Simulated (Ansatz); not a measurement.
The starting structures come from a database of crystals and need not be the phases stable at ambient conditions.

Inside the gap of an insulator the Bloch states are evanescent, with a wavenumber k + iκ along the transport direction.

Input:

```yaml
crystal:
  lattice:
    - [5.13670, 0.00000, 0.00000]
    - [0.00000, 8.36776, 0.00000]
    - [0.00000, 0.00000, 5.13670]
  atoms:
    - { symbol: Sn, position: [0.98842, 0.50000, 0.01158] }
    - { symbol: Sn, position: [0.48842, 0.25000, 0.48842] }
    - { symbol: Sn, position: [0.01158, 0.00000, 0.98842] }
    - { symbol: Sn, position: [0.51158, 0.75000, 0.51158] }
    - { symbol: F, position: [0.13882, 0.67301, 0.74644] }
    - { symbol: F, position: [0.75356, 0.42301, 0.63882] }
    - { symbol: F, position: [0.86118, 0.17301, 0.25356] }
    - { symbol: F, position: [0.24644, 0.92301, 0.36118] }
    - { symbol: F, position: [0.36118, 0.57699, 0.24644] }
    - { symbol: F, position: [0.74644, 0.82699, 0.13882] }
    - { symbol: F, position: [0.63882, 0.07699, 0.75356] }
    - { symbol: F, position: [0.25356, 0.32699, 0.86118] }
```

Space group of this cell: P4_12_12. The cell was relaxed by PBE-D3(BJ); by r2SCAN its mean pressure is -2.3 GPa.

Transport runs along the normal of the first two printed cell vectors, the (100) plane of the conventional cell.

The gap is the functional's own, uncorrected, and κ follows it; spin-orbit coupling is left out. Mid-gap values are interpolated between the computed energies.

Problem. Give the band gap and the smallest decay constant κ at mid-gap that r2SCAN (Ansatz, a first-principles code) yields.

Solution. Gap 3.65 eV on a 6×4×6 mesh; κ = 0.422 1/Å, at (0.500, 0.000) of the in-plane reciprocal vectors. At the zone centre, at the nearest computed energy, the slowest state has κ = 0.46 1/Å.
